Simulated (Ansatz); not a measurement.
Base system: KTaO₃ in the cubic perovskite structure (space group Pm-3m, No. 221; a = 4.0232 Å).

(Cell as relaxed with PBE.)

Levels (all Ansatz, an electronic-structure program, PAW, earlier PAW set): PBE (420 eV, no spin-orbit coupling); r2SCAN (500 eV, no SOC).

Each level relaxes its own structure.

| base | PBE | r2SCAN |
|---|---|---|
| volume per atom | 13.02 Å³ | 12.70 Å³ |
| lattice parameter a | 4.023 Å | 3.989 Å |
| band gap | 2.17 eV | 2.64 eV |

Now apply this change: cell and atoms relaxed at a pressure of 60 GPa.

```csv
quantity,PBE,r2SCAN
band gap,2.59 eV,?
smallest direct gap,3.02 eV,?
shift of the gap caused by the change,+0.42 eV,?
shortest interatomic distance,1.880 Å,?
```

Question: What does r2SCAN give?

Answer: 
- band gap, r2SCAN: 3.09 eV
- smallest direct gap, r2SCAN: 3.52 eV
- shift of the gap caused by the change, r2SCAN: +0.45 eV
- shortest interatomic distance, r2SCAN: 1.873 Å

PBE's band gap lies 0.493 eV below r2SCAN's; PBE's smallest direct gap lies 0.508 eV below r2SCAN's; PBE's shift of the gap caused by the change lies 0.024 eV below r2SCAN's; PBE's shortest interatomic distance lies 0.007 Å above r2SCAN's (0.4 %). Neither level is exact; r2SCAN is the comparison here, not a measurement.

With Ta present, leaving out spin-orbit coupling can change the band edges. Load acts through the strain it causes; cell and atoms are relaxed under it. Whether these cells are dynamically stable was not tested. No other phases were tried under pressure.
